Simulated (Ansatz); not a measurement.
Consider WSe2 (space group P6_3/mmc, No. 194; a = 3.279 Å, c = 12.786 Å; layered, stacked along the Cartesian z axis). Axes: x lies along a and z along c of the hexagonal cell.

Computed with Kohn–Sham DFT with the PBE-D3(BJ) functional, run in Ansatz (a quantum-chemistry and plane-wave program) with PAW and 420 eV plane waves, spin-orbit coupling left out.

Modification: uniaxial strain ε_zz = +0.60 %, all other strain components held at zero; the atoms relax in the strained cell.

Question: Predict the stress tensor and what it implies for the stiffness.

Answer: Stress of the strained cell less that of the base (GPa, compression positive):
```
  -0.07    0.00    0.00
   0.00   -0.07    0.00
   0.00    0.00   -0.37
```

Then −Δσ_ii/ε with ε = 0.0060 gives relaxed-ion elastic constants: C33 ≈ 61 GPa.

No phonon test of stability was made.
